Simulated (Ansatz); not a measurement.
## Carrier properties of BN (P6_3mc)

Here is the system:

```yaml
crystal:
  lattice:
    - [2.53600, 0.00000, 0.00000]
    - [-1.26800, 2.19624, 0.00000]
    - [0.00000, 0.00000, 4.37349]
  atoms:
    - { symbol: B, position: [0.33333, 0.66667, 0.99956] }
    - { symbol: B, position: [0.66667, 0.33333, 0.49956] }
    - { symbol: N, position: [0.33333, 0.66667, 0.37544] }
    - { symbol: N, position: [0.66667, 0.33333, 0.87544] }
```

Level of theory: PBE, rigid bands (plane waves, PAW, scalar-relativistic; Ansatz, a program for electronic structure). Condition of this run: uniaxial stress along c of -36 GPa (compression positive) (the target of the relaxation). Cell: cell and atoms relaxed with PBEsol, then loaded as said.

```yaml
band_gap: 5.19 eV
electron conductivity mass (300 K, dilute): 0.51 (x), 0.51 (y), 0.33 (z) mₑ
hole conductivity mass (300 K, dilute): 0.77 (x), 0.77 (y), 1.49 (z) mₑ
effective density of states N_c (300 K): 1.4e19 cm⁻³
effective density of states N_v (300 K): 4.8e19 cm⁻³
density_of_states_mass_electrons: 0.69 mₑ
density_of_states_mass_holes: 1.54 mₑ
Seebeck coefficient, n-type 1e19 cm⁻³, 300 K: -253 μV/K
best n-type power factor at 300 K for τ = 10 fs (best axis; densities from 1e16 to 1e21 cm⁻³ tried, whether or not they can be reached): 7.2 μW/(cm·K²) at 3e19 cm⁻³
Seebeck coefficient, p-type 1e19 cm⁻³, 300 K: 352 μV/K
best p-type power factor at 300 K for τ = 10 fs (best axis; densities from 1e16 to 1e21 cm⁻³ tried, whether or not they can be reached): 10.2 μW/(cm·K²) at 1e20 cm⁻³
```

Rigid bands; masses and Seebeck coefficients take one relaxation time τ for all states and one kind of carrier; polarons and phonon drag are left out. Spin-orbit coupling is left out. Geometry: cell and atoms relaxed with PBEsol.
